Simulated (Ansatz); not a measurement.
InSb (model structure, started from the h-BN type, P6₃/mmc, No. 194, 4 atoms in the cell): c axis length by level of theory

No measured value is used here.

```json
[
 {"level (code)": "PBE (Ansatz)", "value (Å)": "6.206"},
 {"level (code)": "PBEsol (Ansatz)", "value (Å)": "6.087"},
 {"level (code)": "PBE-D3(BJ) (Ansatz)", "value (Å)": "6.136"}
]
```

Ansatz's density-functional and Hartree–Fock values are scalar-relativistic unless marked +SOC, with PAW data made under PBE.

A model structure was made by putting elements into a prototype or built by hand; it is no filed structure, need not be a known phase, and can be a saddle point held by its symmetry.

Ansatz is a first-principles code.
